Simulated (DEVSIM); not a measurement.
System: Schottky contact on n-type β-Ga2O3, at 300 K.

Layer 1 from the left is β-Ga2O3, thickness (μm) 4.20, Nd (cm⁻³) 1.5e17, τn (s) 2.9e-8, τp (s) 2.9e-8. Layer 2 from the left is β-Ga2O3, thickness (μm) 0.800, Nd (cm⁻³) 1.5e17, τn (s) 2.9e-8, τp (s) 2.9e-8.

Left contact: Schottky, work function 5.25 eV, emission velocity 2.5e6 cm/s. Right contact: ohmic. Voltage is applied to the left contact. Recombination: SRH at mid-gap. Mobility is μmin + (μ − μmin)/(1 + (N/Nref)^α).

The device is made up for the run: typed textbook-type constants, with dimensions and the other settings drawn at random. Values at 300 K.

β-Ga2O3: gap (eV) 4.8, affinity (eV) 4, permittivity 10, Nc (cm⁻³) 3.7e18, Nv (cm⁻³) 5e20, μn (cm²/Vs) 160, μp (cm²/Vs) 1, μn,min 20, μp,min 0.1, Nref,n 1e18, Nref,p 1e18, αn 0.8, αp 0.8.

Simulated with DEVSIM: 1D drift-diffusion, Boltzmann statistics, complete ionisation; no tunnelling, impact ionisation, image-force lowering or self-heating. Metal contacts follow the ideal Schottky-Mott rule: no Fermi-level pinning, no interface dipoles.

Task: What does the simulation give for the dark forward voltage at 1 A/cm², the dark forward voltage at 100 A/cm², the potential step across the device at zero bias?

Result: dark forward voltage at 1 A/cm² 0.887 V; dark forward voltage at 100 A/cm² 1.026 V; potential step across the device at zero bias 1.167 V.
